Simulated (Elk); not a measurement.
Elk run on Ir (Fm-3m, 1 atom in the cell): self-consistent single point.

Method: PBE, all-electron FP-LAPW, Elk's shipped species files, APW+lo basis with extra local orbitals (Elk 10.2.4).

```
Ir
1.0
    0.00000     1.91040     1.91040
    1.91040     0.00000     1.91040
    1.91040     1.91040     0.00000
Ir
1
Direct
  0.00000   0.00000   0.00000
```

Reference input (self-consistent single point, DFT, PBE, all-electron FP-LAPW, Elk's shipped species files, APW+lo basis with extra local orbitals): xctype = 20; rgkmax = 8; swidth = 0.00367493 Ha; ngridk = 9 9 9; gmaxvr = 16 1/bohr; nxlo = 2; lorbcnd = true; rmtscf = 0.86; lmaxi = 2; maxscl = 100. This run's input differs from it in these lines:

```diff
@@ -11,2 +11,5 @@
   16.0
+
+lmaxo
+  4
```

The program printed (abridged):

```
│ Self-consistent loop started │
│ Loop number : 1 │
 total energy                :     -17863.3754542
│ Loop number : 2 │
 total energy                :     -17863.5392013
RMS change in Kohn-Sham potential (target) :   0.1848163007     (  0.1000000000E-05)
Absolute change in total energy (target)   :   0.1637471363     (  0.1000000000E-03)
│ Loop number : 3 │
 total energy                :     -17863.5427671
RMS change in Kohn-Sham potential (target) :   0.1813745356     (  0.1000000000E-05)
Absolute change in total energy (target)   :   0.4450253076E-01 (  0.1000000000E-03)
│ Loop number : 4 │
   [... lines left out ...]
Absolute change in total energy (target)   :   0.1600866730E-02 (  0.1000000000E-03)
│ Loop number : 13 │
 total energy                :     -17858.2589396
RMS change in Kohn-Sham potential (target) :   0.3148889146E-06 (  0.1000000000E-05)
Absolute change in total energy (target)   :   0.3949903803E-03 (  0.1000000000E-03)
│ Loop number : 14 │
 total energy                :     -17858.2589486
RMS change in Kohn-Sham potential (target) :   0.7002615233E-07 (  0.1000000000E-05)
Absolute change in total energy (target)   :   0.8976621757E-04 (  0.1000000000E-03)
Convergence targets achieved

│ Loop number : 15 │

Energies :
 Fermi                       :     0.572955342905
 total energy                :     -17858.2589448

Density of states at Fermi energy :    14.48991868
 (states/Hartree/unit cell)

Estimated indirect band gap :   0.7123898871E-02
 from k-point      4 to k-point     33
Estimated direct band gap   :   0.2741418296E-01
 at k-point      8

Charges :
 core                        :    48.00000000
 valence                     :    29.00000000
 interstitial                :    1.810826778
 muffin-tins (core leakage)
  species :    1 (Ir)
   atom    1                 :    75.18917322     (  0.1780317939E-02)
 total in muffin-tins        :    75.18917322
 total calculated charge     :    76.96642779
 total charge                :    77.00000000
 error                       :   0.3357221274E-01

│ Self-consistent loop stopped │
```

The run converged in 15 iterations. The count includes the last loop, which Elk runs after its targets are met. Against the reference run the free energy goes up by 12.3 meV/atom.

The starting cell has typed, rounded lattice constants, without a prior relaxation at this level. Its lattice was rescaled by up to half a per cent. Spin-orbit coupling is off. Spin polarisation is off. Values depend on the basis (sphere radii, cutoffs, local orbitals), which need not be converged. The log's line on a gap gives a spacing of levels on this mesh, which the program prints for metals too.
